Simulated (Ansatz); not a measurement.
The parent structure is GaSb in the zinc blende structure (space group F-43m, No. 216; a = 6.112 Å).

Calculations: Ansatz (a first-principles code), PBEsol, PAW, cutoff 420 eV, no SOC, earlier PAW set.

One change was made to it. Results:

```csv
quantity,base,after
density,5.57 g/cm³,3.23 g/cm³
shortest interatomic distance,2.647 Å,2.527 Å
```

### Question
What was done to the base?
A) Sb → Al
B) Ga → V
C) Sb → Sn
D) Sb → N

### Answer
A, Sb → Al. For comparison, the density in the other runs: Ga → V gives 5.11 g/cm³; Sb → Sn gives 5.43 g/cm³; Sb → N gives 6.11 g/cm³.

Other magnetic orders, which the real material may have, were not ruled out. No phonon test of stability was made. As relaxed here, AlGa, VSb and GaSn are hypothetical phases, not in the database extracts checked. Spin-polarised in the final run: VSb; the other runs are not. This is not the structure that GaN has at room temperature and ambient pressure.
